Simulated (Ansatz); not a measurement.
# Free linear chain of Sc atoms

Computed with PBE (plane waves to 420 eV, PAW; Ansatz, a quantum-chemistry and plane-wave program). Mesh 1×1×54. Collinear spin, started with parallel moments, and moments remain. Periodic along z alone, with about 11 Å of vacuum beside it. A hypothetical model. Symmetry and one short period hold its shape; lower forms weren't sought. Pairing along the axis, which can open a gap, is among the distortions not tried. Fermi–Dirac width 0.02 eV. Buckling under compression is shut out by symmetry and the short period.

- period along the axis (2 atoms) = 5.850 Å
- net spin moment = 3.56 μB a period
- PBE gap = none (under 0.01 eV)
- work function (PBE) = 3.04 eV
- axial stiffness dF/dε = 12 nN

```
CELL_PARAMETERS angstrom
     11.00000     0.00000     0.00000
      0.00000    11.00000     0.00000
      0.00000     0.00000     5.84979
ATOMIC_POSITIONS crystal
  Sc 0.50000 0.50000 0.00000
  Sc 0.50000 0.50000 0.50000
```
